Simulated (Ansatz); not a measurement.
## ZrIr2 (Fd-3m, No. 227, 6 atoms in the cell; start mp-715): equilibrium lattice constant a by level of theory

No measured value is used here.

| level (code) | value (Å) |
|---|---|
| LDA (Ansatz) | 7.304 |
| PBEsol (Ansatz) | 7.346 |
| r²SCAN (Ansatz) | 7.385 |

Density-functional levels without +SOC have no spin–orbit coupling. LDA, PBEsol, r²SCAN: the run has no spin polarisation, so it can have missed a magnetic state. LDA, PBEsol, r²SCAN: the relaxation could not lower the start's symmetry, so the cell can be a saddle point above a distorted one. Cutoffs differ between the levels. Ansatz's density-functional and Hartree–Fock values are scalar-relativistic unless marked +SOC, with PAW data made under PBE.

A start named mp-… is a Materials Project structure, which need not be a measured phase.

Ansatz is a program for electronic structure.
